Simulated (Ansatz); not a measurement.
An Ansatz (a first-principles code) input (Ansatz PBEsol, spin-orbit coupling left out):

Ansatz 0.2 input:
```yaml
crystal:
  lattice:
    - [2.8748512617, 0, 0]
    - [1.4374256309, 2.4896942248, 0]
    - [1.4374256309, -0.8298980749, 2.3038375921]
  atoms:
    - { symbol: Al, position: [0, 0, 0] }
basis: { ecutwfc: 420, ecutrho_ratio: 4, xc_grid: 2, fft_grid_basis: typed }
kpoints: { mp_grid: { grid: [28, 28, 28] } }
hamiltonian:
  xc: pbesol
  dispersion: none
  pseudopotentials: { kind: paw }
scf: { occupations: { method: fermi_dirac, width: 0.1 } }
relax: { f_tol: 0.005, max_steps: 50, cell: { stress_tol: 0.01, fix: [a, b, gamma] } }
output: { forces: true, stress: true }
checkpoint: { write: state.ck, write_every: 1000 }
```

Task: Which symmetry and how many k-points will the program report, and about how many plane waves at Γ?

Result: Space group R-3m (ITA 166) with 12 operations, k-points 2045 of 21952, and 331 plane waves at Γ.

Task: And the final pressure?

Result: -0.95 GPa (compression positive).

The cells carry an imposed strain or load. No phonon test of stability was made. The cell was made from Al in the fcc (Cu type) structure (space group Fm-3m, No. 225) by this change: biaxial strain +1.25 %, plane normal [111], relaxed out of plane.
